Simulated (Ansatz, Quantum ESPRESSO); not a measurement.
# LaC2 (I4/mmm, 3 atoms in the cell) computed with different codes at matched settings

Self-consistent single point.

```
LaC2
1.0
   -1.97717     1.97717     3.28824
    1.97717    -1.97717     3.28824
    1.97717     1.97717    -3.28824
La C
1 2
Direct
  0.00000   0.00000   0.00000
  0.40186   0.40186   0.00000
  0.59814   0.59814   0.00000
```

Shared settings, as Ansatz (a quantum-chemistry and plane-wave program) writes them: kpoints.mp_grid.grid = 14 14 14; scf.occupations.method = fermi_dirac; scf.occupations.width = 0.0073 Ry. Potentials and cutoffs stand in the table.

```
code                                                            model  pressure (GPa)  largest force (eV/Å)   cutoff
----------------  ---------------------------------------------------  --------------  --------------------  -------
Ansatz                    LDA (PW92), default PAW files made with PBE           -6.02                 0.229  default
Quantum ESPRESSO  LDA (PZ), GBRV 1.5 ultrasoft (LDA) pseudopotentials           -5.69                 0.122    40 Ry
```

The spread over the programs that give each value: pressure within 0.33 GPa; largest force within 0.107 eV/Å.

Ansatz's pressure is given at a fixed set of plane waves, as the other plane-wave codes print theirs; with its correction for the finite basis it is -5.77 GPa (the shift of 0.25 GPa shows how far the cutoff is from converged). The same LDA comes in different parametrisations, which differ slightly.

The starting cell comes from a database of computed structures (which also holds hypothetical and non-ambient phases and stackings), without a prior relaxation at this level. Its lattice was rescaled by a random factor within 2.5 % of one.

Keys are those of Ansatz 0.2.
